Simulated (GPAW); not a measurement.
Pressure against volume in Cu3Au-type Pt3Ti (space group 221) (GPAW, LDA)

```xyz
4
Lattice="3.7675 0.0000 0.0000 0.0000 3.7675 0.0000 0.0000 0.0000 3.7675" Properties=species:S:1:pos:R:3 pbc="T T T"
Ti     0.0000     0.0000     0.0000
Pt     0.0000     1.8838     1.8838
Pt     1.8838     0.0000     1.8838
Pt     1.8838     1.8838     0.0000
```

Method: LDA (Perdew-Wang 92), GPAW PAW datasets LDA (gpaw-data 1.0.1) (plane waves; GPAW). Settings: mode = pw; ecut = 780 eV; xc = LDA; kpts = 15 15 15; mesh shift (steps) = 0 0 0; occupations.name = fermi-dirac; occupations.width = 0.05 eV; nbands = -10; convergence.density = 1e-05 e/electron; symmetry.symmorphic = false; symmetry.tolerance = 0.0005; maxiter = 120. The cell above is the first row's. The rows scale it uniformly. In all rows fractional positions and the k mesh are held.

| V (Å^3/atom) | P (GPa) |
|---|---|
| 13.369 | 27.75 |
| 13.660 | 19.34 |
| 13.951 | 11.88 |
| 14.241 | 5.26 |
| 14.532 | -0.64 |
| 14.823 | -5.85 |
| 15.113 | -10.48 |
| 15.404 | -14.58 |
| 15.695 | ? |

Problem. Fit P against V with a cubic, and predict the withheld value at V = 15.695.

Solution. With u = V - 14.4, the rows have u = -1.0310, -0.7400, -0.4490, -0.1590, 0.1320, 0.4230, 0.7130, 1.0040. Least squares gives P = 1.947 - 20.1222·u + 4.1898·u² - 0.5458·u³. Residuals (row less fit): 0.005, -0.013, 0.004, 0.005, -0.003, 0.006, -0.012, 0.005; standard error 0.011 (degrees of freedom: 4). The fitted pressure is zero at V0 = 14.50, where dP/dV = -19.31, so B0 = -V0·dP/dV = 280 GPa. At the withheld row, u = 1.2950, so P = 1.947 - 20.1222 × 1.2950 + 4.1898 × 1.2950² - 0.5458 × 1.2950³ = -18.270 GPa. The calculation gives -18.21 GPa, 0.060 GPa above the prediction (0.1 % of the range of P in the table). The row lies outside the fitted rows, so this is an extrapolation. From the scatter of the fitted rows alone, a prediction at this place has a standard error of 0.028 GPa, so the miss is 2.1 times that.

Carrying the step between the two nearest rows on in a straight line would have given -18.68, off by 0.47; series whose last step already gives the withheld value aren't shown. The scan was laid around a cell of about the measured size, scaled by a guess for this functional. The runs keep the symmetry of the cell, so they don't test it for distortions. Spin polarisation is off. Spin-orbit coupling is off. Cutoffs and mesh are single choices, not tested for convergence of this quantity. Series with a scatter that would blur these digits, or in which a gap closes, are not shown.
